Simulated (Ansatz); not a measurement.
Data:

```
LiF
1.0
    0.00000     1.94868     1.94868
    1.94868     0.00000     1.94868
    1.94868     1.94868     0.00000
Li F
1 1
Direct
  0.00000   0.00000   0.00000
  0.50000   0.50000   0.50000
```

Method: r2SCAN, rigid bands (plane waves, PAW, scalar-relativistic; Ansatz, an electronic-structure program). Condition of this run: hydrostatic pressure of 7.2 GPa (compression positive) (the target of the relaxation). Geometry: cell and atoms relaxed with PBEsol, then loaded as said.

### Question
Predict the hole conductivity mass (n e² τ/σ) at 300 K, by direction if it differs.

### Answer
3.4 mₑ.

### Question
Predict the electron conductivity mass (n e² τ/σ) at 300 K, by direction if it differs.

### Answer
0.94 mₑ.

### Question
And the band gap?

### Answer
11.04 eV at this level; semilocal functionals usually fall short of the measured gap.

Rigid bands, one relaxation time for all states, no polarons. Spin-orbit coupling is left out. Geometry: cell and atoms relaxed with PBEsol.
